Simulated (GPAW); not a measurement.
Worked example: self-consistent single point of MgSiH2O4 (P1, 8 atoms in the cell) in GPAW.

Computed with LDA (Perdew-Wang 92), GPAW PAW datasets LDA (gpaw-data 1.0.1) (plane waves; GPAW 25.7.0).

The change in words: atoms moved at random. Reference geometry:
```xyz
8
Lattice="4.3350 0.0000 0.0000 0.0000 2.8596 0.0000 -0.2799 0.0000 4.7930" Properties=species:S:1:pos:R:3 pbc="T T T"
Mg     2.0360     1.4298     2.2785
Si     0.0036     0.0000     0.0118
H      4.0973     0.0000     2.4775
H      1.7454     1.4298     4.6562
O      0.8833     0.0000     1.4815
O      0.8349     1.4298     4.1192
O      3.2949     0.0000     3.1569
O      3.3164     1.4298     0.5101
```

Reference input (self-consistent single point, DFT LDA (Perdew-Wang 92), plane waves, GPAW PAW datasets LDA (gpaw-data 1.0.1)): mode = pw; ecut = 900 eV; xc = LDA; kpts = 4 6 4; mesh shift (steps) = 0 0 0; occupations.name = fermi-dirac; occupations.width = 0 eV; nbands = -6; convergence.forces = 0.001 eV/Å; convergence.bands = -4; symmetry.symmorphic = false; symmetry.tolerance = 0.0005. This run's input differs from it in these lines:

```diff
@@ -8,10 +8,10 @@
                     [-0.279886, 0.000000, 4.792975]],
-              scaled_positions=[[0.500360, 0.500000, 0.475390],
-                                [0.000980, 0.000000, 0.002470],
-                                [0.978520, 0.000000, 0.516910],
-                                [0.465350, 0.500000, 0.971460],
-                                [0.223710, 0.000000, 0.309090],
-                                [0.248090, 0.500000, 0.859420],
-                                [0.802590, 0.000000, 0.658650],
-                                [0.771890, 0.500000, 0.106420]],
+              scaled_positions=[[0.489075, 0.515847, 0.465750],
+                                [-0.009027, 0.018384, 0.000331],
+                                [0.984125, 0.006041, 0.521888],
+                                [0.458176, 0.486372, 0.975378],
+                                [0.223752, -0.004221, 0.302184],
+                                [0.269726, 0.497322, 0.853742],
+                                [0.795053, -0.011668, 0.670287],
+                                [0.780610, 0.491923, 0.110250]],
               pbc=True)
```

Output, abridged:

```
     iter     time        total  log10-change:
                         energy   eigst   dens  force
iter:   1 --:--:--   -60.423130   +0.44
iter:   2 --:--:--   -59.284605   -0.51  -0.86
iter:   3 --:--:--   -55.883774   -0.31  -0.92
iter:   4 --:--:--   -55.822241   -0.74  -1.24
iter:   5 --:--:--   -55.753490   -1.19  -1.40
iter:   6 --:--:--   -55.698312   -2.00  -1.86
iter:   7 --:--:--   -55.715316   -1.89  -2.27
iter:   8 --:--:--   -55.685738   -2.56  -2.06
iter:   9 --:--:--   -55.685921   -3.88  -2.72
iter:  10 --:--:--   -55.685054c  -3.61  -2.72
iter:  11 --:--:--   -55.685147c  -4.29  -3.23
   [... lines left out ...]
iter:  16 --:--:--   -55.684964c  -6.34  -3.86
iter:  17 --:--:--   -55.684960c  -6.22  -3.93
iter:  18 --:--:--   -55.684960c  -6.91  -4.13c
iter:  19 --:--:--   -55.684961c  -7.09  -4.15c
iter:  20 --:--:--   -55.684960c  -7.12  -4.16c
iter:  21 --:--:--   -55.684959c  -7.91c -4.31c
iter:  22 --:--:--   -55.684959c  -7.52c -4.33c -2.53
iter:  23 --:--:--   -55.684959c  -7.66c -4.39c -2.68
iter:  24 --:--:--   -55.684959c  -8.48c -4.45c -2.61
iter:  25 --:--:--   -55.684959c  -8.71c -4.59c -2.66
iter:  26 --:--:--   -55.684959c  -7.89c -4.69c -2.30
iter:  27 --:--:--   -55.684959c  -8.53c -5.02c -3.55c
Converged after 27 iterations.

Dipole moment: (1.819637, 0.393352, -0.067748) |e|*Ang

Energy contributions relative to reference atoms: (reference = -21421.833390)

Kinetic:        +46.893659
Potential:      -44.526224
External:        +0.000000
XC:             -58.805374
Entropy (-ST):   +0.000000
Local:           +0.752980
SIC:             +0.000000
--------------------------
Free energy:    -55.684959
Extrapolated:   -55.684959

Showing only first 2 kpts
 Kpt  Band  Eigenvalues  Occupancy
  0    18      4.37618    2.00000
  0    19      4.43323    2.00000
  0    20      9.29201    0.00000
  0    21     11.98126    0.00000

  1    18      4.31577    2.00000
  1    19      4.45399    2.00000
  1    20     10.13430    0.00000
  1    21     12.21150    0.00000

Fermi level: 6.87677

Gap: 4.830 eV
Transition (v -> c):
   [... lines left out ...]
Direct gap: 4.859 eV
   [... lines left out ...]
  2 H    -0.77520   -0.18477    0.37551
  3 H     1.62567    0.04782    0.80120
  4 O    -0.20172    0.46254    0.32242
  5 O    -3.20141   -0.15956   -1.15211
  6 O     1.26755    0.39966   -1.36692
  7 O    -0.08402    0.63228    0.32093

Stress tensor:
     0.038956     0.019263    -0.047835
     0.019263     0.035696    -0.002668
    -0.047835    -0.002668     0.040901
Stress (GPa, Voigt): [ 6.2414  5.7192  6.5531 -0.4275 -7.664   3.0862]
```

The run converged in 27 iterations. GPAW prints stress with tension positive. Against the reference run the free energy rises by 39.1 meV/atom, the largest force goes from 0.366 to 3.406 eV/Å and the gap on the mesh goes from 4.713 to 4.830 eV.

At such cutoffs GPAW's stress carries a finite-basis (Pulay) error, which enters relaxed cells too; its log prints stress with tension positive.

The starting cell comes from a database of computed structures (which also holds hypothetical and non-ambient phases and stackings), without a prior relaxation at this level. For this run, on top of that: atoms moved at random. Forces in this geometry exceed 1 eV/Å.

Cost on one core of a shared machine: roughly 80 s.
